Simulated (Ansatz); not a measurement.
Effective masses and thermopower of Al2O3 (R-3c)

Here is the system:

```
Al2O3
1.0
    2.38693     1.37810     4.33827
   -2.38693     1.37810     4.33827
    0.00000    -2.75619     4.33827
Al O
4 6
Direct
  0.14792   0.14792   0.14792
  0.85208   0.85208   0.85208
  0.35208   0.35208   0.35208
  0.64792   0.64792   0.64792
  0.94414   0.55586   0.25000
  0.05586   0.44414   0.75000
  0.25000   0.94414   0.55586
  0.75000   0.05586   0.44414
  0.55586   0.25000   0.94414
  0.44414   0.75000   0.05586
```

Computed with PBEsol, rigid bands (plane waves, PAW, scalar-relativistic; Ansatz, a quantum-chemistry and plane-wave program). Geometry: cell and atoms relaxed with PBEsol.

The band gap is 6.03 eV, the electron conductivity mass (300 K, dilute) is 0.38 (x), 0.38 (y), 0.41 (z) mₑ and the hole conductivity mass (300 K, dilute) is 4.5 (x), 4.5 (y), 2.5 (z) mₑ. The effective density of states N_c (300 K) is 6.3e18 cm⁻³. The effective density of states N_v (300 K) is 5.0e20 cm⁻³. The density-of-states mass, electrons comes out as 0.40 mₑ and the density-of-states mass, holes is 7.3 mₑ. The Seebeck coefficient, n-type 1e19 cm⁻³, 300 K comes out as -183 μV/K and the best n-type power factor at 300 K for τ = 10 fs (best axis; densities from 1e16 to 1e21 cm⁻³ tried, whether or not they can be reached) is 2.6 μW/(cm·K²) at 3e19 cm⁻³. The Seebeck coefficient, p-type 1e19 cm⁻³, 300 K is 572 μV/K.

Rigid bands; masses and Seebeck coefficients take one relaxation time τ for all states and one kind of carrier; polarons and phonon drag are left out. Spin-orbit coupling is left out; where it splits the top of the valence band, N_v and the p-type Seebeck coefficient come out somewhat high without it.
